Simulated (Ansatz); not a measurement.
System: cubic perovskite BaHfO3. Method: PBEsol-D3(BJ) (plane waves, PAW; Ansatz, a program for electronic structure).

Numerical settings: plane-wave cutoff 520 eV, 8×8×8 k mesh, Fermi–Dirac smearing 0.01 eV, scalar-relativistic PAW data made under PBE.

Response to compression and expansion:

```csv
V (Å³/atom),P (GPa),direct gap at Γ (eV)
13.289,12.52,3.651
13.572,7.88,3.663
13.855,3.73,3.668
14.137,0.00,3.669
14.420,-3.34,3.666
14.703,-6.35,3.659
14.986,-9.04,3.648
```

The fundamental gap (3.61 eV at the equilibrium volume, with added k points) lies elsewhere than Γ–Γ.

Spin–orbit coupling is not included.
